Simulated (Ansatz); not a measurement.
Data:

```yaml
crystal:
  lattice:
    - [4.53964, 0.00000, 0.00000]
    - [0.00000, 4.53964, 0.00000]
    - [0.00000, 0.00000, 2.85748]
  atoms:
    - { symbol: V, position: [0.00000, 0.00000, 0.00000] }
    - { symbol: V, position: [0.50000, 0.50000, 0.50000] }
    - { symbol: O, position: [0.29983, 0.29983, 0.00000] }
    - { symbol: O, position: [0.79983, 0.20017, 0.50000] }
    - { symbol: O, position: [0.20017, 0.79983, 0.50000] }
    - { symbol: O, position: [0.70017, 0.70017, 0.00000] }
```

Spin-polarised, with starting moments of sign V+ V+ O0 O0 O0 O0.

Method: PBE/PAW in Ansatz (an electronic-structure program), spin-orbit coupling left out. Γ-centred 10×10×16 mesh, Fermi–Dirac width 0.05 eV.

**Question.** Estimate the largest site moment.

**Answer.** 0.83 μB.

**Question.** What pressure (mean of the normal stresses, compression positive) does the calculation give?

**Answer.** 2.7 GPa.

The magnetic state is the one reached from the starting moments; the real material's order can differ, and small cells can't hold many antiferromagnetic ones. The cells carry an imposed strain or load. Whether these cells are dynamically stable was not tested. No Hubbard U is applied, and correlation can decide whether such a compound is a metal. The cell was made from VO$_{2}$ in the rutile structure (space group P4_2/mnm, No. 136; ferromagnetic) by this change: biaxial strain −0.96 %, plane normal [001], relaxed out of plane.
